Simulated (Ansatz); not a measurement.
A self-consistent single point of YCo₂B₂C (I4/mmm, 6 atoms in the cell) with Ansatz (a program for electronic structure).

Method of the run: PBEsol, PAW files made with PBE (plane waves; Ansatz).

```xyz
6
Lattice="-1.7689 1.7689 5.1861 1.7689 -1.7689 5.1861 1.7689 1.7689 -5.1861" Properties=species:S:1:pos:R:3 pbc="T T T"
Y      0.0000     0.0000     5.1861
Co     0.0000     1.7689     2.5931
Co     1.7689     0.0000     2.5931
B      0.0000     0.0000     1.5089
B      0.0000     0.0000     8.8634
C      0.0000     0.0000     0.0000
```
Moments meant for the start (each program seeds them in its own way; μB, in the order of the atoms Y Co Co B B C): 0.0 3.0 3.0 0.0 0.0 0.0.

Reference input (self-consistent single point, DFT, PBEsol, plane waves, PAW files made with PBE): basis.ecutwfc = 420 eV; kpoints.mp_grid.grid = 7 7 7; hamiltonian.xc = pbesol; hamiltonian.pseudopotentials = {kind: paw} (the program's default PAW files); magnetization.spin_polarized = true; scf.occupations.method = fermi_dirac; scf.occupations.width = 0.1 eV. This run's input differs from it in these lines:

Ansatz 0.2 input:
```diff
@@ -15,3 +15,3 @@
 kpoints:
-  mp_grid: { grid: [7, 7, 7] }
+  mp_grid: { grid: [6, 6, 6] }
 hamiltonian:
```

Output (repeated stretches shortened):

```
SCF iter   1: F=—  HF=-14541.028998 eV  |F-HF|=—  |Δ(HF+E_count)|=         —  Δρ=2.36e-1 (↑2.36e-1 ↓7.84e-2)  dr2=2.34e1  dr2_m=1.31e1  M=1.590 μB ∫|m|=2.386 μB  β_m=0.30  ethr=3.10e-3  ⟨swp⟩=5.3  Hψ=7763  notcnv=0
Mixer restart at iter 1: flushing history
all-band conjugate gradients solve this SCF's bands
preconditioner: auto → Kerker (q_TF=auto, 2.654 Å⁻¹)
spin=Collinear: Kerker preconditioning applied to the charge; magnetization (m = ρ↑ − ρ↓) channel mixes plain (no charge-response kernel on spin).
   [... lines left out ...]
SCF iter  16: F=—  HF=-14536.079785 eV  |F-HF|=—  |Δ(HF+E_count)|=   2.45e-9  Δρ=1.17e-6 (↑1.17e-6 ↓4.12e-7)  dr2=4.82e-10  dr2_m=3.46e-10  M=-0.000 μB ∫|m|=0.000 μB  β_m=0.95  ethr=1.00e-12  ⟨swp⟩=3.0  Hψ=4318  notcnv=0  defer=109
SCF iter  17: F=-14536.079785 eV  HF=-14536.079785 eV  |F-HF|=1.64e-11  |Δ(HF+E_count)|=  4.98e-10  Δρ=1.10e-7 (↑1.10e-7 ↓8.80e-8)  dr2=2.10e-11  dr2_m=7.12e-13  M=0.000 μB ∫|m|=0.000 μB  ethr=1.00e-12  ⟨swp⟩=7.2  Hψ=8157  notcnv=0
SCF 1 converged in 17 iterations: F = -14536.079785 eV  dr2 = 2.10e-11
Crystal: 6 atoms, lattice volume = 64.907 Å³
Starting moments: Σ|m| = 7 μB on 3 of 6 sites
SCF iter   1: F=—  HF=-14536.403917 eV  |F-HF|=—  |Δ(HF+E_count)|=         —  Δρ=1.49e-1 (↑1.49e-1 ↓5.35e-2)  dr2=1.95e1  dr2_m=3.17e0  M=3.541 μB ∫|m|=4.123 μB  β_m=0.30  ethr=3.10e-3  ⟨swp⟩=5.4  Hψ=7773  notcnv=0
preconditioner: auto → Kerker (q_TF=auto, 2.654 Å⁻¹)
spin=Collinear: Kerker preconditioning applied to the charge; magnetization (m = ρ↑ − ρ↓) channel mixes plain (no charge-response kernel on spin).
   [... lines left out ...]
spin-set hold released at iteration 8 (site moments contracting)
iter 23 did not close the SCF: its close was put off for a magnetic moment that had not settled (scf_convergence_deferred on its scf_iter line)
iter 24 did not close the SCF: its close was put off for a magnetic moment that had not settled (scf_convergence_deferred on its scf_iter line)
iter 25 did not close the SCF: its close was put off for a magnetic moment that had not settled (scf_convergence_deferred on its scf_iter line)
iter 26 did not close the SCF: its close was put off for a magnetic moment that had not settled (scf_convergence_deferred on its scf_iter line)
WARN: the starting moments were not kept: the SCF closed with an absolute magnetisation of 1.0e-5 μB, where they sum to 6 μB in size (2 sites) …
Absolute magnetization: 0.0000 μB (∫|ρ↑−ρ↓|, with the PAW one-centre terms)
Free energy (F): -14536.079785 eV
Fermi energy:    13.869190 eV
   [... lines left out ...]
  atom   6  C      0.00000000     0.00000000     0.00000000
--- Stress (GPa, compression-positive) ---
       -7.864645       0.000000       0.000000
        0.000000      -7.864645      -0.000000
       -0.000000      -0.000000      -5.466152
  P = ⅓ Tr σ = -7.0651 GPa (-70.651 kbar)
  The stress holds the Pulay correction. Without it, at fixed plane waves, as pw.x and ABINIT print it: P = -7.2008 GPa
```

The run converged, with 44 iterations in all over 2 SCF loops. Against the reference run the free energy stays essentially unchanged (within 1 meV/atom), the pressure moves little (-7.10 to -7.07 GPa) and the largest force goes from 0.170 to 0.197 eV/Å. The full log also holds: “iter 23 did not close the SCF: its close was put off for a magnetic moment that had not settled (scf_convergence_deferred on its scf_iter line)”. The full log also holds: “iter 24 did not close the SCF: its close was put off for a magnetic moment that had not settled (scf_convergence_deferred on its scf_iter line)”.

The starting cell comes from a database of computed structures (which also holds hypothetical and non-ambient phases and stackings), without a prior relaxation at this level. The starting moments vanished: the run ended non-magnetic, which need not be the lowest state. The program warned that a starting moment was not kept. With a pressure of about -7 GPa the cell is away from its equilibrium volume at this level. Ansatz's pressure includes its estimate of the finite-basis (Pulay) stress.
